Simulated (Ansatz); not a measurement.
B20 (FeSi-type) CoSi, treated with r²SCAN (Ansatz, an electronic-structure program, plane waves, PAW).

Run with plane-wave cutoff 600 eV, 14×14×14 k mesh, Fermi–Dirac smearing 0.019 eV (set by the program), no spin polarisation, scalar-relativistic PAW data made under PBE.

Cell (measured lattice):

CoSi is modelled in the cubic space group P2₁3 (No. 198), Pearson symbol cP8. Cell: a = 4.444 Å, b = 4.444 Å, c = 4.444 Å, α = 90.00°, β = 90.00°, γ = 90.00°. Co on 4a is coordinated by 7 Si at 2.317–2.446 Å and 6 Co at 2.732 Å. Si on 4a has 7 Co at 2.317–2.446 Å and 6 Si at 2.751 Å. (Neighbours: up to the widest gap in distance over summed covalent radii, below 1.35, at either atom; cation-cation and far metal-metal contacts left out.)

Problem. What does this level give for the Voigt–Reuss–Hill shear modulus (Hill average), elastic constant C44, elastic constant C11 and elastic constant C12?

Solution. 
* **Voigt–Reuss–Hill shear modulus (Hill average)**: 114 GPa
* **elastic constant C44**: 120 GPa
* **elastic constant C11**: 340 GPa
* **elastic constant C12**: 128 GPa

Note: the cell isn't this level's own, so it is under some stress, which shifts stiffness and frequencies.

Elastic constants are with the ions relaxed.

The computed numbers hold no vibrational or temperature effects.
